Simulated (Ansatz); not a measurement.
BN: response to strain

Base system: BN in the zinc blende structure (space group F-43m, No. 216; a = 3.581 Å). Axes: x, y, z lie along the cube axes.

Strains are applied to the cell and any free atomic positions relax.

Computed with Ansatz (a first-principles code), LDA, PAW, cutoff 420 eV, no spin-orbit coupling.

Notes on the quantities. energy relative to the base: free energy F; pressure: mean of the normal stresses, compression positive.

| case | band gap | energy relative to the base | smallest direct gap | pressure | shortest interatomic distance |
|---|---|---|---|---|---|
| base | 4.39 eV | 0 meV/atom | 8.83 eV | -0.01 GPa | 1.550 Å |
| tensor shear ε_xy = +1.71 % | 4.20 eV | +10 meV/atom | 8.28 eV | 0.48 GPa | 1.535 Å |
| tensor shear ε_xy = +2.00 % | 4.16 eV | +14 meV/atom | 8.19 eV | 0.65 GPa | 1.532 Å |
| tensor shear ε_xy = +1.43 % | [?] | [?] | [?] | [?] | [?] |
| tensor shear ε_xy = +0.29 % | 4.37 eV | +0.3 meV/atom | 8.74 eV | 0.01 GPa | 1.548 Å |
| tensor shear ε_xy = +0.57 % | 4.35 eV | +1.1 meV/atom | 8.65 eV | 0.05 GPa | 1.545 Å |
| tensor shear ε_xy = +0.86 % | 4.32 eV | +2.5 meV/atom | 8.55 eV | 0.12 GPa | 1.543 Å |
| tensor shear ε_xy = +1.14 % | 4.29 eV | +4.4 meV/atom | 8.46 eV | 0.21 GPa | 1.540 Å |

Some entries are withheld; estimate them.


- tensor shear ε_xy = +1.43 %, band gap: 4.25 eV
- tensor shear ε_xy = +1.43 %, energy relative to the base: +7.0 meV/atom
- tensor shear ε_xy = +1.43 %, smallest direct gap: 8.37 eV
- tensor shear ε_xy = +1.43 %, pressure: 0.33 GPa
- tensor shear ε_xy = +1.43 %, shortest interatomic distance: 1.537 Å

Stability against distortions was not tested.
